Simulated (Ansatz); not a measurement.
Reference: BP (F-43m), PBEsol, rigid bands (plane waves, PAW, scalar-relativistic; Ansatz, a first-principles code); axes and stresses refer to this cell.

```xyz
2
Lattice="0.0000 2.2601 2.2601 2.2601 0.0000 2.2601 2.2601 2.2601 0.0000" Properties=species:S:1:pos:R:3 pbc="T T T"
B      0.0000     0.0000     0.0000
P      1.1301     1.1301     1.1301
```

hole conductivity mass: 0.39 mₑ
electron conductivity mass: 0.33 mₑ
Seebeck coefficient, p-type 1e19 cm⁻³: 328 μV/K

Question: Change: hydrostatic pressure -2 GPa. What happens to hole conductivity mass, electron conductivity mass, Seebeck coefficient, p-type 1e19 cm⁻³?

Answer: hole conductivity mass moves little, to 0.38 mₑ; electron conductivity mass moves little, to 0.33 mₑ; Seebeck coefficient, p-type 1e19 cm⁻³ moves little, to 327 μV/K.

Question: Change: hydrostatic pressure 15 GPa. What happens to hole conductivity mass, electron conductivity mass, Seebeck coefficient, p-type 1e19 cm⁻³?

Answer: hole conductivity mass goes up to 0.40 mₑ; electron conductivity mass moves little, to 0.34 mₑ; Seebeck coefficient, p-type 1e19 cm⁻³ moves little, to 332 μV/K.

Masses are for dilute carriers at 300 K, harmonic means over directions unless an axis is named. Seebeck coefficients are for the stated density at 300 K, with one relaxation time for all states and whether or not that doping can be reached. Spin-orbit coupling is left out unless a row names it. Stresses and pressures are the targets of the relaxation.  The structure type is held under load, also where the real crystal would transform.
